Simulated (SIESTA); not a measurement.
Input and output of a self-consistent single point for TlIO3 (R3m, 5 atoms in the cell) (SIESTA).

Method: LDA PW92, numerical atomic orbitals DZP, PseudoDojo LDA standard norm-conserving potentials (rewritten from UPF to PSML) (SIESTA).

The change in words: 1 x 1 x 1 supercell, one I atom moved by 0.02 angstrom along z. Reference geometry:
```
CELL_PARAMETERS angstrom
      3.16025     1.82457     2.66340
     -3.16025     1.82457     2.66340
      0.00000    -3.64914     2.66340
ATOMIC_POSITIONS crystal
  Tl 0.00875 0.00875 0.00875
  I  0.50186 0.50186 0.50186
  O  0.90328 0.46189 0.46189
  O  0.46189 0.90328 0.46189
  O  0.46189 0.46189 0.90328
```

Reference input (self-consistent single point, DFT, LDA PW92, numerical atomic orbitals DZP, PseudoDojo LDA standard norm-conserving potentials (rewritten from UPF to PSML)): XC.functional = LDA; XC.authors = PW92; potentials = PseudoDojo LDA standard; PAO.BasisSize = DZP; PAO.EnergyShift = 0.005 Ry; MeshCutoff = 350 Ry; kgrid.MonkhorstPack = 3 3 3; OccupationFunction = FD; ElectronicTemperature = 20 meV; MaxSCFIterations = 150; SCF.Mixer.Method = Pulay; SCF.Mixer.Weight = 0.1. This run's input differs from it in these lines:

```diff
@@ -20,3 +20,3 @@
      0.008750000    0.008750000    0.008750000  1
-     0.501860000    0.501860000    0.501860000  2
+     0.504363000    0.504363000    0.504363000  2
      0.903280000    0.461890000    0.461890000  3
```

The program printed (abridged):

```
        iscf     Eharris(eV)        E_KS(eV)     FreeEng(eV)     dDmax    Ef(eV) dHmax(eV)
   scf:    1    -3308.483447    -3336.540895    -3336.540895  1.497225 -5.904590  8.875887
   scf:    2    -3345.188252    -3341.140540    -3341.140540  0.077981 -5.662486  5.923339
   scf:    3    -3347.133127    -3345.682046    -3345.682046  0.139604 -5.401579  1.633166
   scf:    4    -3345.030428    -3345.501207    -3345.501207  0.109801 -5.938501  1.773205
   scf:    5    -3345.947430    -3345.829782    -3345.829782  0.035459 -5.906936  0.270153
   [... 2 lines left out ...]
   scf:    8    -3345.834575    -3345.834476    -3345.834476  0.002465 -5.906604  0.021236
   scf:    9    -3345.834490    -3345.834510    -3345.834510  0.000727 -5.910517  0.010547
   scf:   10    -3345.834529    -3345.834522    -3345.834522  0.000528 -5.908697  0.002011
   scf:   11    -3345.834522    -3345.834522    -3345.834522  0.000045 -5.908506  0.000254
SCF Convergence by DM+H criterion
max |DM_out - DM_in|         :     0.0000445480
max |H_out - H_in|      (eV) :     0.0002538637
SCF cycle converged after 11 iterations

Using DM_out to compute the final energy and forces

siesta: E_KS(eV) =            -3345.8345

siesta: E_KS - E_eggbox =     -3345.8345

siesta: Atomic forces (eV/Ang):
     1    0.000000    0.000000    0.139991
     2    0.000000   -0.000011   -3.181925
     3    1.945580    1.123281    1.012915
     4   -1.945580    1.123281    1.012915
     5    0.000000   -2.246552    1.012909
   Tot    0.000000   -0.000000   -0.003195
   Max    3.181925
   Res    1.375095    sqrt( Sum f_i^2 / 3N )
   Max    3.181925    constrained

Stress tensor Voigt[x,y,z,yz,xz,xy] (kbar):      -41.23      -41.23       -4.06       -0.00        0.00        0.00
   [... lines left out ...]
siesta: FreeEng =     -3345.834522
   [... lines left out ...]
siesta:    -0.025735    0.000000    0.000000
siesta:     0.000000   -0.025735   -0.000000
siesta:     0.000000   -0.000000   -0.002533

siesta: Cell volume =         92.144403 Ang**3

siesta: Pressure (static):
siesta:                Solid            Molecule  Units
siesta:           0.00019605         -0.00030989  Ry/Bohr**3
siesta:           0.01800073         -0.02845293  eV/Ang**3
siesta:          28.84035359        -45.58662021  kBar
```

The run converged in 11 iterations. Against the reference run the free energy goes up by 11.5 meV/atom, the pressure goes from 1.80 to 2.88 GPa, the largest force goes from 2.585 to 3.182 eV/Å and the gap on the mesh goes from 3.751 to 3.878 eV.

The starting cell comes from a database of computed structures (which also holds hypothetical and non-ambient phases and stackings), without a prior relaxation at this level. Its lattice was rescaled by up to half a per cent. For this run, on top of that: 1 x 1 x 1 supercell, one I atom moved by 0.02 angstrom along z. Spin-orbit coupling is off. Values carry the incompleteness of an atom-centred basis. Forces in this geometry exceed 1 eV/Å.
